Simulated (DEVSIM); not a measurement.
Device: W/SiO2/p-Si capacitor, at 300 K.

```csv
layer (left to right),material,thickness (nm),Na (cm⁻³)
1,SiO2,5.50,-
2,Si,700,6.7e17
```

Metal gate on the left, work function 4.6 eV. Fixed charge at the semiconductor interface 0 cm⁻² (in units of +e); no interface traps.

The device is made up for the run: typed textbook-type constants, with dimensions and the other settings drawn at random. Values at 300 K.

| parameter | SiO2 | Si |
|---|---|---|
| gap (eV) | 9 | 1.124 |
| affinity (eV) | 0.9 | 4.05 |
| permittivity | 3.9 | 11.7 |
| Nc (cm⁻³) | - | 2.86e19 |
| Nv (cm⁻³) | - | 3.1e19 |

Simulated with DEVSIM: 1D Poisson equation in equilibrium, Boltzmann statistics, complete ionisation; no quantum confinement or tunnelling. Metal contacts follow the ideal Schottky-Mott rule: no Fermi-level pinning, no interface dipoles.

Tabulate band edges, carrier densities and field at 0.5 V on the gate.

Energies count from the Fermi level of the right contact; mesh points crowd at the junctions.

```
x (μm)     Ec (eV)  Ev (eV)  n (cm⁻³)  p (cm⁻³)  field (V/cm)
---------  -------  -------  --------  --------  ------------
0.000        3.200   -5.800     < 1e2     < 1e2        910000
0.0009088    3.283   -5.717     < 1e2     < 1e2        910000
0.002137     3.395   -5.605     < 1e2     < 1e2        910000
0.003668     3.535   -5.465     < 1e2     < 1e2        910000
0.005154     3.671   -5.329     < 1e2     < 1e2        910000
0.005914     0.565   -0.559     9.4e9    1.2e10        300000
0.007334     0.606   -0.518     1.9e9    6.2e10        290000
0.01131      0.712   -0.412     3.2e7    3.6e12        240000
0.01715      0.836   -0.288    250000    4.6e14        180000
0.02869      0.981   -0.143       960    1.2e17         69000
0.04908      1.024   -0.100       180    6.4e17          2000
0.1085       1.025   -0.099       170    6.7e17           ≈ 0
0.2022       1.025   -0.099       170    6.7e17           ≈ 0
0.3785       1.025   -0.099       170    6.7e17           ≈ 0
0.5608       1.025   -0.099       170    6.7e17           ≈ 0
0.6299       1.025   -0.099       170    6.7e17           ≈ 0
0.6663       1.025   -0.099       170    6.7e17           ≈ 0
0.6847       1.025   -0.099       170    6.7e17           ≈ 0
0.6972       1.025   -0.099       170    6.7e17           ≈ 0
0.7017       1.025   -0.099       170    6.7e17           ≈ 0
0.7040       1.025   -0.099       170    6.7e17           ≈ 0
0.7055       1.025   -0.099       170    6.7e17           ≈ 0
```
